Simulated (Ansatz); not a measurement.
# Hypothetical fluorite PdCl2: response to strain

Take PdCl₂ in the fluorite structure (space group Fm-3m, No. 225; a = 6.321 Å; ferromagnetic; a hypothetical phase, not in the database extracts checked; relaxed with 0.1 eV smearing) as the base. Axes: x, y, z lie along the cube axes.

Strains are applied to the cell and any free atomic positions relax; under biaxial strain the out-of-plane vector relaxes too.

Levels (all Ansatz, a program for electronic structure, PAW): PBE (420 eV, no SOC); PBEsol (420 eV, no SOC).

The base cell above is that of PBE; each level relaxes its own structures.

Notes on the quantities. pressure: mean of the normal stresses, compression positive.

```json
[
 {"case": "biaxial strain −2.42 %, plane normal [001], relaxed out of plane", "pressure, PBE": "2.3 GPa", "pressure, PBEsol": "2.7 GPa"},
 {"case": "biaxial strain +3.71 %, plane normal [001], relaxed out of plane", "pressure, PBE": "-2.7 GPa", "pressure, PBEsol": "-3.3 GPa"},
 {"case": "isotropic strain −1.20 %", "pressure, PBE": "2.2 GPa", "pressure, PBEsol": "2.8 GPa"},
 {"case": "isotropic strain −0.80 %", "pressure, PBE": "1.4 GPa", "pressure, PBEsol": "1.8 GPa"},
 {"case": "isotropic strain +1.12 %", "pressure, PBE": "-1.7 GPa", "pressure, PBEsol": "-2.2 GPa"},
 {"case": "isotropic strain +3.02 %", "pressure, PBE": "-3.9 GPa", "pressure, PBEsol": "-5.0 GPa"},
 {"case": "isotropic strain +3.25 %", "pressure, PBE": "-4.2 GPa", "pressure, PBEsol": "-5.3 GPa"},
 {"case": "uniaxial strain ε_yy = −4.22 %", "pressure, PBE": "2.7 GPa", "pressure, PBEsol": "3.4 GPa"},
 {"case": "uniaxial strain ε_zz = −3.02 %", "pressure, PBE": "1.9 GPa", "pressure, PBEsol": "2.4 GPa"},
 {"case": "uniaxial strain ε_zz = +1.83 %", "pressure, PBE": "-0.9 GPa", "pressure, PBEsol": "-1.2 GPa"},
 {"case": "uniaxial strain ε_zz = +3.08 %", "pressure, PBE": "-1.5 GPa", "pressure, PBEsol": "-1.9 GPa"}
]
```

The two levels differ by at most about 1.1 GPa. Near ties aside, they put the cases in the same order.

The magnetic state is the one reached from the starting moments; the real material's order can differ, and small cells can't hold many antiferromagnetic ones. No phonon test of stability was made. No Hubbard U is applied, and correlation can decide whether such a compound is a metal.
